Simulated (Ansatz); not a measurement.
# Effect of pressure 15 GPa on MoSi2

Take MoSi$_{2}$ (space group I4/mmm, No. 139; a = 3.190 Å, c = 7.821 Å) as the base.

Perturbation: cell and atoms relaxed at a pressure of 15 GPa.

Computed with Ansatz (a first-principles code), PBEsol, PAW, cutoff 420 eV, without spin-orbit coupling. Settings: 20×20×20 k-points, 0.05 eV Fermi–Dirac smearing.

Volume per atom: 12.49 Å³ (base 13.27 Å³)
c/a ratio: 2.462 (base 2.451)
Band gap: zero (base zero)

Final structure:

```
CELL_PARAMETERS angstrom
     -1.56128     1.56128     3.84365
      1.56128    -1.56128     3.84365
      1.56128     1.56128    -3.84365
ATOMIC_POSITIONS crystal
  Si 0.66571 0.66571 0.00000
  Si 0.33429 0.33429 0.00000
  Mo 0.00000 0.00000 0.00000
```

Load acts through the strain it causes; cell and atoms are relaxed under it. No phonon test of stability was made. No other phases were tried under pressure. The final runs are not spin-polarised.
